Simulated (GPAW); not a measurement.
Input and output of a self-consistent single point for MgH2 (P4_2/mnm, 6 atoms in the cell) (GPAW).

Method: vdW-DF2, GPAW PAW datasets PBE (gpaw-data 1.0.1) (plane waves; GPAW 25.7.0).

```yaml
crystal:
  lattice:
    - [4.48833, 0.00000, 0.00000]
    - [0.00000, 4.48833, 0.00000]
    - [0.00000, 0.00000, 3.00032]
  atoms:
    - { symbol: Mg, position: [0.50000, 0.50000, 0.50000] }
    - { symbol: Mg, position: [0.00000, 0.00000, 0.00000] }
    - { symbol: H, position: [0.69557, 0.69557, 0.00000] }
    - { symbol: H, position: [0.30443, 0.30443, 0.00000] }
    - { symbol: H, position: [0.80443, 0.19557, 0.50000] }
    - { symbol: H, position: [0.19557, 0.80443, 0.50000] }
```

Reference input (self-consistent single point, DFT PBE, plane waves, GPAW PAW datasets PBE (gpaw-data 1.0.1)): mode = pw; ecut = 850 eV; xc = PBE; kpts = 5 5 7; mesh shift (steps) = 0 0 0; occupations.name = fixed-uniform; nbands = -4; convergence.density = 1e-05 e/electron; convergence.bands = -2; symmetry.symmorphic = false; symmetry.tolerance = 0.0005; maxiter = 150. This run's input differs from it in these lines:

```diff
@@ -17,3 +17,3 @@
 calc = GPAW(mode=PW(850),
-            xc='PBE',
+            xc={'name': 'vdW-DF2', 'backend': 'libvdwxc'},
             kpts=(5, 5, 7),
```

Log, with long lists cut:

```
     iter     time        total  log10-change:
                         energy   eigst   dens
iter:   1 --:--:--   -67.634268   +0.57
iter:   2 --:--:--   -67.489791   +0.02  -0.86
iter:   3 --:--:--   -65.996894   +0.23  -0.89
iter:   4 --:--:--   -66.013473   -0.57  -1.93
iter:   5 --:--:--   -66.142062   -1.07  -1.91
iter:   6 --:--:--   -66.037755   -1.80  -1.63
iter:   7 --:--:--   -66.037411   -2.78  -2.62
iter:   8 --:--:--   -66.037518c  -3.53  -3.12
iter:   9 --:--:--   -66.037506c  -3.88  -3.04
iter:  10 --:--:--   -66.037480c  -2.40  -3.35
iter:  11 --:--:--   -66.037480c  -2.48  -3.92
iter:  12 --:--:--   -66.037487c  -4.03  -3.91
iter:  13 --:--:--   -66.037485c  -5.54  -3.81
iter:  14 --:--:--   -66.037485c  -6.54  -4.71
iter:  15 --:--:--   -66.037486c  -6.83  -4.77
iter:  16 --:--:--   -66.037486c  -7.53c -4.77
iter:  17 --:--:--   -66.037486c  -7.88c -4.82
iter:  18 --:--:--   -66.037486c  -8.51c -5.01c
Converged after 18 iterations.

Dipole moment: (-0.000000, -0.000000, 0.000000) |e|*Ang

Energy contributions relative to reference atoms: (reference = -10949.250426)

Kinetic:        +15.797960
Potential:      -12.955272
External:        +0.000000
XC:             -68.824033
Entropy (-ST):   +0.000000
Local:           -0.056141
SIC:             +0.000000
--------------------------
Free energy:    -66.037486
Extrapolated:   -66.037486

Non-local vdW-DF2 correlation energy: 0.982712
Semilocal GGA_X_RPW86+LDA_C_PW energy: -86.806410
(Not including atomic contributions)
Showing only first 2 kpts
 Kpt  Band  Eigenvalues  Occupancy
  0    10     -1.43358    2.00000
  0    11     -0.45397    2.00000
  0    12      5.34017    0.00000
  0    13      5.43546    0.00000

  1    10     -1.24734    2.00000
  1    11     -0.46699    2.00000
   [... lines left out ...]
Fermi level: 2.14922
Gap: 4.565 eV
Direct gap: 5.425 eV
   [... lines left out ...]
  0 Mg   -0.00000    0.00000    0.00000
  1 Mg    0.00000    0.00000    0.00000
  2 H     0.01490    0.01490    0.00000
  3 H    -0.01490   -0.01490    0.00000
  4 H    -0.01490    0.01490    0.00000
  5 H     0.01490   -0.01490    0.00000

Stress tensor:
    -0.008598     0.000000     0.000000
     0.000000    -0.008598     0.000000
     0.000000     0.000000    -0.005312
Stress (GPa, Voigt): [-1.3776 -1.3776 -0.851   0.      0.      0.    ]
```

The run converged in 18 iterations. GPAW prints stress with tension positive. Against the reference run the pressure goes from 0.80 to 1.20 GPa, the largest force goes from 0.005 to 0.021 eV/Å and the gap on the mesh goes from 3.977 to 4.565 eV.

The starting cell comes from a database of computed structures (which also holds hypothetical and non-ambient phases and stackings), without a prior relaxation at this level. Its lattice was rescaled by a random factor within 2.5 % of one.
